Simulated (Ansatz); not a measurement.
Input:

End structure of OH on the 1x1 (111) surface of fcc Al, one in a 2x2 cell, started at the site 'hollow Al-Al-Al over Al at depth 2.3 Å':

```xyz
18
Lattice="5.7162 0.0000 0.0000 -2.8581 4.9504 0.0000 0.0000 0.0000 26.5000" Properties=species:S:1:pos:R:3 pbc="T T T"
Al     0.0000     1.6501     9.7631
Al    -1.4290     4.1253     9.7631
Al     2.8581     1.6501     9.7631
Al     1.4290     4.1253     9.7631
Al     1.4290     0.8251    12.1036
Al     0.0000     3.3002    12.1036
Al     4.2871     0.8251    12.1036
Al     2.8581     3.3002    12.1036
Al    -0.0039    -0.0023    14.4979
Al    -1.4230     2.4786    14.3435
Al     2.8111    -0.0200    14.4030
Al     1.3882     2.4444    14.4030
Al    -0.0031     1.6436    16.8741
Al    -1.4361     4.1257    16.8742
Al     3.0051     1.7349    16.5969
Al     1.3233     4.0642    16.6745
O      0.7626     0.4402    18.2078
H      1.4341     0.8278    18.8057
```

Slab: 18 atoms, 7.0 Å thick at the start under the adsorbate (thin: gaps and levels are the slab's own); k 6x6x1, smearing 0.1 eV, dipole-corrected; single point; on the structure that PBE left under its start's symmetry; spin-polarised, no spin-orbit, no U, no dispersion correction. The starting moment vanished. The program's check for a lower electronic state was not made. At the end it is bonded to 2 Al. In PBE it is, or lies within 0.03 eV of, the lowest of the starts that converged; the order may differ at this level.

A negative adsorption energy means that the adsorbate is more stable on the surface than in its reference.

**Question.** What is the computed change of the step from the bottom to the top vacuum level, against the clean slab (r2SCAN, at the PBE geometry and the start's symmetry run with Ansatz, a program for electronic structure)?

**Answer.** -0.86 eV

**Question.** Predict the adsorption energy against H2O(g) − ½ H2(g) at the same level from r2SCAN, at the PBE geometry and the start's symmetry.

**Answer.** -0.89 eV

**Question.** What change of the work function does r2SCAN, at the PBE geometry and the start's symmetry give?

**Answer.** -0.84 eV

**Question.** Predict the work function of the top face from r2SCAN, at the PBE geometry and the start's symmetry.

**Answer.** 3.24 eV
